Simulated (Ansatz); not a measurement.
Consider this model of amorphous Ga24O39Mo.

```xyz
64
Lattice="9.2794 -0.2405 0.1199 -0.2405 9.4301 -0.0904 0.1199 -0.0904 9.1814" Properties=species:S:1:pos:R:3 pbc="T T T"
Ga     6.2117     3.6202     6.6505
Ga     6.0408     7.6879     5.2987
Ga     1.8756     5.3171     2.9286
Ga     8.5072     0.3862     1.9676
Ga     1.4921     0.6262     5.3179
Ga     7.8646     1.0987     5.1529
Ga     4.6828     0.6700     6.1533
Ga     3.8313     8.7500     0.3114
Ga     6.2330     6.6285     8.3408
Ga     0.6521     7.4548     0.6856
Ga     4.5711     2.1946     8.5357
Ga     8.7956     5.3384     7.3450
Ga     1.7541     3.3489     6.8883
Ga     3.2287     5.4230     9.0413
Ga     8.0055     3.5794     3.6102
Ga     3.2248     8.1357     3.7215
Ga     1.6569     0.7061     8.5739
Ga     8.9851     6.9952     3.9502
Ga     3.5183     5.7153     5.8393
Ga     4.6473     4.2571     3.9047
Ga     8.7081     8.1730     6.8289
Ga     8.2578     2.0120     8.2950
Ga     5.5413     4.7941     1.3957
Ga     6.1854     7.7867     2.1829
O      4.1964     7.3252     5.2024
O      8.3093     0.7378     6.9649
O      2.5440     2.2862     8.2333
O      4.2804     8.2529     2.1696
O      0.0696     3.8390     7.6704
O      6.7579     7.7934     7.0056
O      9.0021     6.4665     5.8609
O      3.9443     1.4572     1.1007
O      9.1794     5.0099     3.3467
O      6.8467    -0.1242     1.3782
O      1.9439     8.8133     0.3426
O      3.2862     0.1590     5.0097
O      7.4659     3.0120     5.3651
O      2.5427     5.0922     7.2910
O      9.2442     1.1978     0.4006
O      1.8456     0.7419     2.9677
O      6.5397     2.6089     8.4322
O      6.1591     0.1549     5.1092
O      5.2452     4.9154     5.5542
O      4.6707     2.4870     6.5864
O      4.1040     5.3611     2.4871
O      4.1274     2.4325     3.7477
O      4.3532     6.9290     8.6371
O      6.4806     6.3481     0.9595
O      6.3251     3.9027     2.8175
O      1.9599     3.4503     2.1221
O      9.0027     6.8871     8.4558
O      4.4065     4.1705     0.0280
O      6.9526     5.0866     7.5962
O      1.1727     9.1662     6.9326
O      6.9153     7.1052     3.7881
O      4.5973     0.2732     8.0348
O      8.3554     1.6813     3.3462
O      1.7140     5.9368     0.9947
O      8.9015     7.9775     2.1494
O      1.6878     7.1581     3.5446
O      1.3025     2.4273     5.3924
O      8.9164     8.8761     4.8438
O      2.7061     4.7031     4.5484
Mo     2.9245     2.0337     2.5008
```

Calculation: PBE, scalar-relativistic without spin-orbit coupling (plane waves to 420 eV, PAW; Ansatz, a quantum-chemistry and plane-wave program).

It comes from a melt-quench run on a machine-learned potential (CHGNet), relaxed afterwards by DFT. O atoms were pushed apart under 1.9 Å during the dynamics, to hinder bonds among them. The hot cell started wider than the set density and was brought back towards it in steps. It is the lowest in DFT energy of 2 quenches. It is a model cell: composition and starting density were chosen by hand, and all elements were melted together. No dispersion term was used. Its density started from a set value of 4.95 and ended at 4.95 g/cm³. The simulated quench (nominally 220 K/ps over its main leg) is rapid and tends to freeze in more defects than a deposited or slowly cooled glass has. A cell of this size samples the disorder only roughly. The volume was held where the preparation left it and the shape relaxed, at a PBE pressure of 0.2 GPa.

Bonds are counted up to Ga-Ga 2.68 Å, Ga-O 2.46 Å, Ga-Mo 2.86 Å, O-O 1.58 Å, O-Mo 2.42 Å, Mo-Mo 3.04 Å. Two cations that share two anions don't count as bonded, nor two that share one unless they lie closer than Ga-Ga 2.61 Å, Ga-Mo 2.78 Å, Mo-Mo 2.95 Å.

Problem. Give the coordination numbers, mean bond lengths and angles.

Solution. 
The mean coordination of Ga by anions comes out as 4.54 (15 with 4, 5 with 5, 4 with 6) and the mean coordination of O is 2.90 (5 with 2, 33 with 3, 1 with 4). The mean coordination of Mo by anions is 4.00 (1 with 4). The mean Ga-O bond is 1.937 Å (spread 0.096 Å, 109 counted) and the mean O-Mo bond is 1.776 Å (spread 0.031 Å, 4 counted). The bond angle at Ga is mean 107.1°, spread 22.9° and the bond angle at O is mean 115.9°, spread 14.9°. The bond angle at Mo is mean 109.5°, spread 3.4°.

Problem. List the pairs of like atoms that count as bonded by the rules above.

Solution. There are none by these rules.
